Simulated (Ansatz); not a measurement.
# Convergence study of shifted k-point meshes for Bi (R-3m, 2 atoms in the cell)

```
CELL_PARAMETERS angstrom
      4.14499    -2.26363     0.00000
      4.14499     2.26363     0.00000
      2.90880     0.00000     3.72073
ATOMIC_POSITIONS crystal
  Bi 0.23824 0.23824 0.23824
  Bi 0.76600 0.76600 0.76600
```

Level of theory: PBEsol, default PAW files made with PBE (plane waves; Ansatz, a quantum-chemistry and plane-wave program).

Base settings: basis.ecutwfc = 420 eV; kpoints.mp_grid.grid = 9 9 9; hamiltonian.xc = pbesol; hamiltonian.pseudopotentials = {kind: paw} (the program's default PAW files); scf.occupations.method = gaussian; scf.occupations.width = 0.1 eV.

In this ladder: kpoints.mp_grid.shift = 0.5 0.5 0.5.

Only quantities that move along the ladder and can be compared are tabulated.

The count of work is k-points × plane waves × bands × iterations; it is no time. Core times come from one kind of shared machine, to one figure; runs under 30 s give none.

The starting cell has typed, rounded lattice constants, without a prior relaxation at this level. Its lattice was rescaled by up to half a per cent. One atom was moved a little off its site on purpose. Ansatz's pressure includes its estimate of the finite-basis (Pulay) stress.

| kpoints.mp_grid.grid | free energy less the last step's (meV/atom) | pressure (GPa) | largest difference of a force vector from the last step's (eV/Å) | count of work / last | core time / last (rough) |
|---|---|---|---|---|---|
| 2 2 2 | -281.00 | -1.15 | 0.302 | 0.00076 | – |
| 3 3 3 | 3.43 | -0.58 | 0.706 | 0.0023 | – |
| 4 4 4 | -20.29 | -0.59 | 0.258 | 0.0038 | – |
| 5 5 5 | -22.49 | -0.61 | 0.166 | 0.0072 | – |
| 6 6 6 | -15.79 | -0.67 | 0.062 | 0.011 | – |
| 7 7 7 | -7.26 | -0.53 | 0.081 | 0.017 | – |
| 8 8 8 | -8.69 | -0.56 | 0.007 | 0.023 | – |
| 9 9 9 | -4.86 | -0.55 | 0.018 | 0.032 | – |
| 10 10 10 | -4.35 | -0.52 | 0.001 | 0.049 | – |
| 12 12 12 | -2.43 | -0.51 | 0.008 | 0.069 | – |
| 13 13 13 | -1.67 | -0.50 | 0.008 | 0.088 | – |
| 14 14 14 | -1.25 | -0.50 | 0.012 | 0.12 | – |
| 16 16 16 | -0.62 | -0.49 | 0.013 | 0.18 | – |
| 17 17 17 | -0.37 | -0.49 | 0.011 | 0.22 | 0.2 |
| 19 19 19 | -0.09 | -0.49 | 0.010 | 0.30 | 0.3 |
| 21 21 21 | 0.05 | -0.49 | 0.008 | 0.40 | 0.4 |
| 24 24 24 | 0.10 | -0.49 | 0.004 | 0.58 | 0.6 |
| 26 26 26 | 0.06 | -0.49 | 0.002 | 0.73 | 0.7 |
| 29 29 29 | 0.00 | -0.49 | 0.000 | 1.0 | 1 |

Coarsest kpoints.mp_grid.grid that holds the pressure within 0.05 GPa of the last step, with all finer ones: 10 10 10, at 0.049 of the last step's count of work; the step before is off by 0.06 GPa.

Coarsest kpoints.mp_grid.grid that holds the forces within 0.02 eV/Å of the last step, with all finer ones: 8 8 8, at 0.023 of the last step's count of work; the step before is off by 0.081 eV/Å.

Coarsest kpoints.mp_grid.grid that holds the free energy within 2 meV/atom of the last step, with all finer ones: 13 13 13, at 0.088 of the last step's count of work; the step before is off by 2.4 meV/atom.

Two neighbours can agree and both be off: 9 9 9 and 10 10 10 differ by 0.51 meV/atom in the free energy, yet lie about 4.4 meV/atom from the last step.

Keys are those of Ansatz 0.2.
